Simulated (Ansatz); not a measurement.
HgTe: pressure series

The reference is HgTe in the zinc blende structure (space group F-43m, No. 216; a = 6.510 Å).

Cell and atoms are relaxed at each pressure.

The values are results of PBEsol (Ansatz, a quantum-chemistry and plane-wave program), without spin-orbit coupling, not measurements.

Notes on the quantities. enthalpy: H = E + PV relative to the base's energy.

| case | band gap | shortest interatomic distance | enthalpy |
|---|---|---|---|
| base | zero | 2.819 Å | – |
| pressure −2 GPa | zero | 2.871 Å | -0.44 eV/atom |
| pressure −1 GPa | zero | 2.843 Å | -0.22 eV/atom |
| pressure 1.8 GPa | zero | 2.783 Å | +0.38 eV/atom |
| pressure 4.2 GPa | zero | 2.743 Å | +0.87 eV/atom |
| pressure 9 GPa | zero | 2.684 Å | +1.79 eV/atom |
| pressure 18 GPa | zero | 2.607 Å | +3.38 eV/atom |
| pressure 30 GPa | zero | 2.537 Å | +5.34 eV/atom |
| pressure 45 GPa | 0.12 eV | 2.474 Å | +7.60 eV/atom |
| pressure 60 GPa | 0.23 eV | 2.426 Å | +9.72 eV/atom |

The mesh was chosen for an insulator and is coarse for the gapless case. Spin-orbit coupling, missing from the scalar runs, can matter with Hg and Te. Load acts through the strain it causes; cell and atoms are relaxed under it. No phonon test of stability was made. Tetrahedral semiconductors of this kind turn to denser phases somewhere between about 1 and 50 GPa; those were not computed, so compressed cells here can lie past the real transition. The final runs are not spin-polarised. The zero or small gap of HgTe can change with the level of theory.
